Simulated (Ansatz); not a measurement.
Reference: KCl (Pm-3m), PBEsol, rigid bands (plane waves, PAW, scalar-relativistic; Ansatz, a quantum-chemistry and plane-wave program); axes and stresses refer to this cell.

```xyz
2
Lattice="3.7375 0.0000 0.0000 0.0000 3.7375 0.0000 0.0000 0.0000 3.7375" Properties=species:S:1:pos:R:3 pbc="T T T"
K      0.0000     0.0000     0.0000
Cl     1.8688     1.8688     1.8688
```

- hole conductivity mass = 1.44 mₑ
- electron conductivity mass = 0.40 mₑ
- Seebeck coefficient, n-type 1e19 cm⁻³ = -185 μV/K

Q: Change: functional r2SCAN on the same cell. What happens to hole conductivity mass, electron conductivity mass, Seebeck coefficient, n-type 1e19 cm⁻³?

A: hole conductivity mass grows to 1.49 mₑ; electron conductivity mass goes up to 0.41 mₑ; Seebeck coefficient, n-type 1e19 cm⁻³ moves little, to -188 μV/K.

Masses are for dilute carriers at 300 K, harmonic means over directions unless an axis is named. Seebeck coefficients are for the stated density at 300 K, with one relaxation time for all states and whether or not that doping can be reached. Spin-orbit coupling is left out unless a row names it. 

Computed structure with no diffraction record at hand here (it may be known, metastable or hypothetical): KCl (Pm-3m).
